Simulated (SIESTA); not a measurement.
## Worked example: self-consistent single point of Ti5CuSb2 (I4/mcm, 16 atoms in the cell) in SIESTA

Level of theory: GGA PBEsol, numerical atomic orbitals DZP, PseudoDojo PBEsol standard norm-conserving potentials (rewritten from UPF to PSML) in SIESTA.

The input file:

```
# files in the folder: Ti.psml Cu.psml Sb.psml (PseudoDojo PBEsol standard)
SystemName  Ti5CuSb2
SystemLabel ti5cusb2

NumberOfAtoms                16
NumberOfSpecies              3
%block ChemicalSpeciesLabel
  1 22 Ti
  2 29 Cu
  3 51 Sb
%endblock ChemicalSpeciesLabel
LatticeConstant              7.795109 Ang
%block LatticeVectors
    -0.667875844    0.667875844    0.328456600
     0.667875844   -0.667875844    0.328456600
     0.667875844    0.667875844   -0.328456600
%endblock LatticeVectors
AtomicCoordinatesFormat      Bohr
%block AtomicCoordinatesAndAtomicSpecies
     1.458812153    4.210367203    4.838369732  1
     8.379413857    5.627858807    0.000000000  1
     5.627858807   11.297038162   -0.000000000  1
     4.210367203   -1.458812153    4.838369732  1
     1.458812153   15.466084816   -0.000000000  1
     8.379413857   -5.627858807    4.838369732  1
     5.627858807    8.379413857    4.838369732  1
     4.210367203    1.458812153    0.000000000  1
     9.838226010    0.000000000    2.419184866  1
     0.000000000    9.838226010    2.419184866  1
     0.000000000    0.000000000    7.257554598  2
     0.000000000    0.000000000    2.419184866  2
    -3.224576957    6.613649053    4.838369732  3
    13.062802967    3.224576957    0.000000000  3
     3.224576957    6.613649053    0.000000000  3
     6.613649053    3.224576957    4.838369732  3
%endblock AtomicCoordinatesAndAtomicSpecies

XC.functional                GGA
XC.authors                   PBEsol
PAO.BasisSize                DZP
PAO.EnergyShift              0.005 Ry
MeshCutoff                   300 Ry
%block kgrid.MonkhorstPack
    5   0   0  0.0
    0   5   0  0.0
    0   0   5  0.0
%endblock kgrid.MonkhorstPack
OccupationFunction           FD
ElectronicTemperature        0.1 eV

MaxSCFIterations             150
SCF.Mixer.Method             Pulay
SCF.Mixer.Weight             0.2
SCF.Mixer.History            8
SCF.DM.Tolerance             1.0E-05
Diag.ParallelOverK           true
WriteForces                  true
```

Log, with long lists cut:

```
reinit: Reading from file input.fdf

reinit: System Name: Ti5CuSb2
reinit: System Label: ti5cusb2

coor:   Atomic-coordinates input format  =     Cartesian coordinates
coor:                                            (in Bohr units)

siesta: Atomic coordinates (Bohr) and species
siesta:      1.45881   4.21037   4.83837  1        1
siesta:      8.37941   5.62786   0.00000  1        2
siesta:      5.62786  11.29704  -0.00000  1        3
siesta:      4.21037  -1.45881   4.83837  1        4
siesta:      1.45881  15.46608  -0.00000  1        5
siesta:      8.37941  -5.62786   4.83837  1        6
siesta:      5.62786   8.37941   4.83837  1        7
siesta:      4.21037   1.45881   0.00000  1        8
siesta:      9.83823   0.00000   2.41918  1        9
siesta:      0.00000   9.83823   2.41918  1       10
siesta:      0.00000   0.00000   7.25755  2       11
siesta:      0.00000   0.00000   2.41918  2       12
siesta:     -3.22458   6.61365   4.83837  3       13
siesta:     13.06280   3.22458   0.00000  3       14
siesta:      3.22458   6.61365   0.00000  3       15
siesta:      6.61365   3.22458   4.83837  3       16

siesta: System type = bulk

initatomlists: Number of atoms, orbitals, and projectors:     16   300   344

siesta: ******************** Simulation parameters ****************************
redata: Spin configuration                          = none
redata: Time-Reversal Symmetry                      = T
redata: Number of Atomic Species                    =        3
redata: Mesh Cutoff                                 =   300.0000 Ry
redata: Net charge of the system                    =     0.0000 |e|
redata: Min. number of SCF Iter                     =        0
redata: Max. number of SCF Iter                     =      150
redata: SCF convergence failure will abort job
redata: SCF mix quantity                            = Hamiltonian
redata: Mix DM or H after convergence               =   F
   [... lines left out ...]
diag: Parallel distribution                         =     1 x     1
diag: Used triangular part                          = Lower
diag: Absolute tolerance                            =  0.100E-15
diag: Orthogonalization factor                      =  0.100E-05
diag: Memory factor                                 =  1.0000

superc: Internal auxiliary supercell:     5 x     5 x     5  =     125
superc: Number of atoms, orbitals, and projectors:   2000  37500  43000

                        Single-point calculation

superc: Internal auxiliary supercell:     5 x     5 x     5  =     125
superc: Number of atoms, orbitals, and projectors:   2000  37500  43000

outcell: Unit cell vectors (Ang):
       -5.206165    5.206165    2.560355
        5.206165   -5.206165    2.560355
        5.206165    5.206165   -2.560355

outcell: Cell vector modules (Ang)   :    7.795109    7.795109    7.795109
outcell: Cell angles (23,13,12) (deg):     96.1933     96.1933    141.6498
outcell: Cell volume (Ang**3)        :    277.5850
new_DM -- step:     1
Initializing Density Matrix...

Attempting to read DM from file... Failed...
DM filled with atomic data:

InitMesh: MESH = 80 x 80 x 128 = 819200
InitMesh: Mesh cutoff (required, used) =   300.000   326.299 Ry

stepf: Fermi-Dirac step function
        iscf     Eharris(eV)        E_KS(eV)     FreeEng(eV)     dDmax    Ef(eV) dHmax(eV)
   scf:    1   -31768.261439   -34852.060187   -34852.562367  1.835908 -3.746509206.682863
   scf:    2   -32502.351903   -35523.304350   -35523.665876  6.897257 -4.431657132.345514
   scf:    3   -36483.196034   -36194.396540   -36194.908964  5.376865 -4.577680 65.076368
   scf:    4   -36221.240138   -36222.077310   -36222.578381  1.083248 -4.929454 54.356713
   scf:    5   -36280.304834   -36293.257090   -36293.831564  0.902011 -5.291631 23.022252
   scf:    6   -36317.903042   -36322.706552   -36323.264439  0.454213 -5.513623  6.787148
   [... 13 lines left out ...]
   scf:   20   -36325.495130   -36325.495137   -36326.080085  0.000070 -5.551230  0.003682
   scf:   21   -36325.495129   -36325.495133   -36326.080085  0.000029 -5.551239  0.000456
   scf:   22   -36325.495133   -36325.495133   -36326.080085  0.000014 -5.551243  0.000287
   scf:   23   -36325.495134   -36325.495134   -36326.080085  0.000010 -5.551253  0.000145
   scf:   24   -36325.495133   -36325.495133   -36326.080085  0.000008 -5.551259  0.000154
SCF Convergence by DM+H criterion
max |DM_out - DM_in|         :     0.0000076456
max |H_out - H_in|      (eV) :     0.0001538564
SCF cycle converged after 24 iterations

Using DM_out to compute the final energy and forces

siesta: E_KS(eV) =           -36325.4951

siesta: E_KS - E_eggbox =    -36325.4951

siesta: Atomic forces (eV/Ang):
     1   -0.114872   -0.098416    0.001169
     2    0.114873    0.098427   -0.001168
     3    0.102657   -0.115896   -0.000669
     4   -0.102663    0.115886    0.000669
     5   -0.115892    0.102658   -0.000669
     6    0.115887   -0.102661    0.000669
     7    0.098428    0.114872   -0.001168
     8   -0.098417   -0.114875    0.001169
     9    0.000487    0.000493    0.000063
    10   -0.000485   -0.000479   -0.000063
    11    0.000094   -0.000107   -0.000000
    12   -0.000103    0.000090   -0.000000
    13    0.013590    0.013602    0.000108
    14   -0.013606   -0.013607   -0.000108
    15   -0.013953    0.013978    0.000000
    16    0.013975   -0.013964    0.000000
   Tot   -0.000000   -0.000000    0.000000
   Max    0.115896
   Res    0.062739    sqrt( Sum f_i^2 / 3N )
   Max    0.115896    constrained

Stress tensor Voigt[x,y,z,yz,xz,xy] (kbar):       32.37       32.37       41.44        0.02        0.02        0.50
(Free)E + p*V (eV/cell)   -36332.2121
Target enthalpy (eV/cell)   -36326.0801

siesta: Program's energy decomposition (eV):
siesta: Ebs     =     -7045.809534
siesta: Eions   =     45515.442916
siesta: Ena     =      4989.472078
siesta: Ekin    =     16892.913825
siesta: Enl     =     -6868.834910
siesta: Eso     =         0.000000
siesta: Edftu   =         0.000000
siesta: DEna    =       226.774690
siesta: DUscf   =         8.796158
siesta: DUext   =         0.000000
siesta: Ex      =     -5655.914232
siesta: Ec      =      -403.259826
siesta: Exc     =     -6059.174058
siesta: Eharris =    -36325.495133
siesta: Etot    =    -36325.495133
siesta: FreeEng =    -36326.080085

siesta: Atomic forces (eV/Ang):
siesta:      1   -0.114872   -0.098416    0.001169
siesta:      2    0.114873    0.098427   -0.001168
siesta:      3    0.102657   -0.115896   -0.000669
siesta:      4   -0.102663    0.115886    0.000669
siesta:      5   -0.115892    0.102658   -0.000669
siesta:      6    0.115887   -0.102661    0.000669
siesta:      7    0.098428    0.114872   -0.001168
siesta:      8   -0.098417   -0.114875    0.001169
siesta:      9    0.000487    0.000493    0.000063
siesta:     10   -0.000485   -0.000479   -0.000063
siesta:     11    0.000094   -0.000107   -0.000000
siesta:     12   -0.000103    0.000090   -0.000000
siesta:     13    0.013590    0.013602    0.000108
siesta:     14   -0.013606   -0.013607   -0.000108
siesta:     15   -0.013953    0.013978    0.000000
siesta:     16    0.013975   -0.013964    0.000000
siesta: ----------------------------------------
siesta:    Tot   -0.000000   -0.000000    0.000000

siesta: Stress tensor (static) (eV/Ang**3):
siesta:     0.020202    0.000309    0.000014
siesta:     0.000309    0.020202    0.000014
siesta:     0.000014    0.000014    0.025867

siesta: Cell volume =        277.585025 Ang**3

siesta: Pressure (static):
siesta:                Solid            Molecule  Units
siesta:          -0.00024060         -0.00026434  Ry/Bohr**3
siesta:          -0.02209046         -0.02427018  eV/Ang**3
siesta:         -35.39281106        -38.88510893  kBar
```

The run converged in 24 iterations.

The starting cell comes from a database of computed structures (which also holds hypothetical and non-ambient phases and stackings), without a prior relaxation at this level. Spin polarisation is off. Values carry the incompleteness of an atom-centred basis. With a pressure of about -4 GPa the cell is away from its equilibrium volume at this level.

Cost on one core of a shared machine: roughly 20 min.
